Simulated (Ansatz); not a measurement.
**PbS with two functionals**

The parent structure is PbS in the rock salt structure (space group Fm-3m, No. 225; a = 6.0089 Å).

(Cell as relaxed with PBE.)

Levels (all Ansatz, a quantum-chemistry and plane-wave program, PAW): PBE (420 eV, no spin-orbit coupling); r2SCAN (500 eV, no SOC).

Each level relaxes its own structure.

```tsv
quantity	PBE	r2SCAN
volume per atom	27.12 Å³	[?]
lattice parameter a	6.009 Å	[?]
band gap	0.49 eV	[?]
gap character	direct at L	[?]
electron mass	0.16 mₑ	[?]
```

Problem. Given the PBE results, estimate those of r2SCAN.

Solution. 
- volume per atom, r2SCAN: 26.66 Å³
- lattice parameter a, r2SCAN: 5.974 Å
- band gap, r2SCAN: 0.69 eV
- gap character, r2SCAN: direct at L
- electron mass, r2SCAN: 0.18 mₑ along k, 0.17 mₑ across

PBE's volume per atom lies 0.46 Å³ above r2SCAN's (1.7 %); PBE's lattice parameter a lies 0.0344 Å above r2SCAN's (0.6 %); PBE's band gap lies 0.20 eV below r2SCAN's; the two agree on the gap character. Neither level is exact; r2SCAN is the comparison here, not a measurement.

Spin-orbit coupling, missing from the scalar runs, can matter with Pb. Effective masses come from finite differences of ±0.01 Å⁻¹. Along k means along the line from Γ to the band edge. No phonon test of stability was made.
